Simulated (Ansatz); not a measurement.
Consider GeSb$_{2}$Te$_{4}$ (space group R-3m, No. 166; a = 4.248 Å, c = 40.192 Å (hexagonal axes)). Axes: x lies along a and z along c of the hexagonal cell.

Computed with DFT with PBE-D3(BJ), PAW potentials and a 420 eV plane-wave cutoff in Ansatz (an electronic-structure program), scalar-relativistic without spin-orbit coupling.

Perturbation: every lattice vector is stretched by 1.94 %, atoms relaxed at fixed cell.

Problem. Predict the stress tensor and what it implies for the stiffness.

Solution. Stress of the strained cell less that of the base (GPa, compression positive):
```
  -1.45    0.00    0.00
   0.00   -1.45    0.00
   0.00    0.00   -1.20
```

Then B = −ΔP/(ΔV/V₀) with ΔV/V₀ = 0.0593 gives secant stiffness values (nonlinear terms included at this strain): B (at held cell shape, above the free-shape value) ≈ 23 GPa.

As a check, the harmonic strain energy −½ V₀ Δσ:ε is 7.4 meV/atom; the computed energy rise is 9.8 meV/atom.

No phonon test of stability was made. The D3 term's C6 switches between coordination references near this geometry, which can add small steps to energies.
